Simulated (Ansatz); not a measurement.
The parent structure is YAs in the rock salt structure (space group Fm-3m, No. 225; a = 5.748 Å; a model cell; relaxed with 0.1 eV smearing). Axes: x, y, z lie along the cube axes.

Level of theory: PBEsol/PAW in Ansatz (a quantum-chemistry and plane-wave program), no SOC.

Before the change:

The pressure is 0.0 GPa.

It is then changed as follows: compressive biaxial strain of 1.14 % in the plane normal to [111], as in epitaxy on a mismatched substrate; the out-of-plane cell vector and the atoms relax.

What happens to the pressure, energy relative to the base and ratio −ε⊥/ε∥?

The pressure (mean of the normal stresses, compression positive) goes from zero to 1.1 GPa; the energy grows by 2.8 meV/atom; the ratio −ε⊥/ε∥ comes out as 0.85.

Whether these cells are dynamically stable was not tested. The final runs are not spin-polarised.
